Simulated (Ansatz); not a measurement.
Consider Li2Se in the anti-fluorite structure (space group Fm-3m, No. 225; a = 5.9448 Å).

Level of theory: PBEsol (Ansatz, a quantum-chemistry and plane-wave program, PAW, no SOC).

For the base:

- Valley order = X along ⟨100⟩ 2.82 eV; Γ 3.36 eV
- Pressure = 0.0 kbar

The change: an isotropic linear strain of +2.00 %; the atoms relax in the strained cell.

Task: Estimate the effect on the valley order and pressure.

Result: The valley order (the lowest conduction-band minima on the path, energy above the VBM, named in the base's zone) goes from X along ⟨100⟩ 2.82 eV; Γ 3.36 eV to X along ⟨100⟩ 2.86 eV; Γ 3.12 eV; the pressure goes from zero to -18.6 kbar.

The levels and masses belong to the bands next to the band gap. No phonon test of stability was made.
